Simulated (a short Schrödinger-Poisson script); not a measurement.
System: gated Al0.33Ga0.67N/GaN polarisation-induced gas, at 77 K.

```csv
layer,material,thickness (nm),Na (cm⁻³)
1,Al0.33Ga0.67N,10,-
2,GaN,6000,2e15
```

The device is made up for the run: typed textbook-type constants, with dimensions and the other settings drawn at random. Al0.33Ga0.67N: permittivity 9.3, conduction-band edge (eV) 0.462, gap (eV) 4.09, electron mass (mₑ) 0.24, Nv at 300 K (cm⁻³) 4.6e19. GaN: permittivity 9.5, conduction-band edge (eV) 0, gap (eV) 3.43, Nv at 300 K (cm⁻³) 4.6e19.

Channel valleys (confinement mass, in-plane density-of-states mass, number): Γ 0.2, 0.2, 1. At the gate the conduction-band edge of layer 1 lies 1.27 eV − eVg above the Fermi level of the channel; the field vanishes at the back. Sheet of polarisation charge: +1.6e13 e/cm² at 10 nm from the gate. The barrier under the gate holds no holes. Gaps are held at their typed values at every temperature. Mesh 0.08 nm at interfaces.

From a short Schrödinger-Poisson script (our own, NumPy): 1D Poisson equation in equilibrium, electrons quantum, Hartree (BenDaniel-Duke, 40 states a valley, the channel's in-plane mass for all, wave functions free to enter the barrier), parabolic valleys, classical holes, full ionisation, no traps, pinning or gate leakage.

The same stack at other levels of the model or other numerical settings:

```csv
run,sheet density of all electrons at Vg = 0.5 V (cm⁻²),sheet density of all electrons at Vg = -1.5 V (cm⁻²),capacitance at Vg = 0.5 V (μF/cm²),centroid of the channel electrons at Vg = 0.5 V (nm),rough cost against the base
base,1.21e13,2.97e12,0.758,1.71,about 1
"electrons treated as classical, Boltzmann",1.38e13,___,___,___,0.03
"electrons treated as classical, Fermi-Dirac",1.22e13,3.16e12,0.733,1.47,0.1
"electrons treated as quantum, Hartree plus LDA exchange-correlation",1.23e13,3.11e12,0.762,1.55,2
mesh six times as coarse,1.21e13,2.97e12,0.758,1.65,0.3
one subband a valley,1.21e13,2.97e12,0.751,1.45,0.4
```

Fill in the missing entries.


- electrons treated as classical, Boltzmann, capacitance at Vg = 0.5 V (μF/cm²): 0.814
- electrons treated as classical, Boltzmann, centroid of the channel electrons at Vg = 0.5 V (nm): 0.22
- electrons treated as classical, Boltzmann, sheet density of all electrons at Vg = -1.5 V (cm⁻²): 3.63e12

The classical rows ignore confinement, and Boltzmann statistics overrate the density once the band edge passes the Fermi level.
